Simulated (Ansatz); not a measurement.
The reference is WSe2 in the 2H-MoS2 type structure (space group P6_3/mmc, No. 194; a = 3.2995 Å, c = 13.1475 Å; layered, stacked along the Cartesian z axis). Axes: x lies along a and z along c of the hexagonal cell.

Structures relaxed with r2SCAN+rVV10/PAW in Ansatz (a program for electronic structure), without spin-orbit coupling, earlier PAW set.

Base:

Simulated powder pattern, Mo Kα, λ = 0.71073 Å (kinematic, ideal powder, no thermal factors, no anomalous dispersion; the 8 strongest lines at most, above 2 %, up to 2θ = 40°):

| 2θ (°) | I/Imax (%) | hkl |
|---|---|---|
| 6.20 | 84 | (002) |
| 14.29 | 34 | (100) |
| 17.08 | 100 | (103) |
| 21.17 | 53 | (105) |
| 24.88 | 31 | (110) |
| 30.33 | 20 | (203) |
| 35.54 | 21 | (118) |
| 39.62 | 17 | (213) |

The change: biaxial strain −4.25 %, plane normal [001], relaxed out of plane (Cartesian); in-plane vectors clamped, the third vector and the atoms free.

Q: Where do the lines fall after the change?

A: 
Simulated powder pattern, Mo Kα, λ = 0.71073 Å (kinematic, ideal powder, no thermal factors, no anomalous dispersion; the 8 strongest lines at most, above 2 %, up to 2θ = 40°):

```json
[
 {"2θ (°)": "6.08", "d (Å)": "6.705", "I/Imax (%)": "88", "hkl": "(002)"},
 {"2θ (°)": "14.93", "d (Å)": "2.736", "I/Imax (%)": "32", "hkl": "(100)"},
 {"2θ (°)": "17.52", "d (Å)": "2.334", "I/Imax (%)": "100", "hkl": "(103)"},
 {"2θ (°)": "21.38", "d (Å)": "1.915", "I/Imax (%)": "52", "hkl": "(105)"},
 {"2θ (°)": "26.00", "d (Å)": "1.580", "I/Imax (%)": "29", "hkl": "(110)"},
 {"2θ (°)": "26.73", "d (Å)": "1.538", "I/Imax (%)": "15", "hkl": "(112)"},
 {"2θ (°)": "31.52", "d (Å)": "1.308", "I/Imax (%)": "21", "hkl": "(203)"},
 {"2θ (°)": "36.01", "d (Å)": "1.150", "I/Imax (%)": "21", "hkl": "(118)"}
]
```

The indices refer to the base's conventional cell; one index is shown for lines that coincide.

Stability against distortions was not tested.
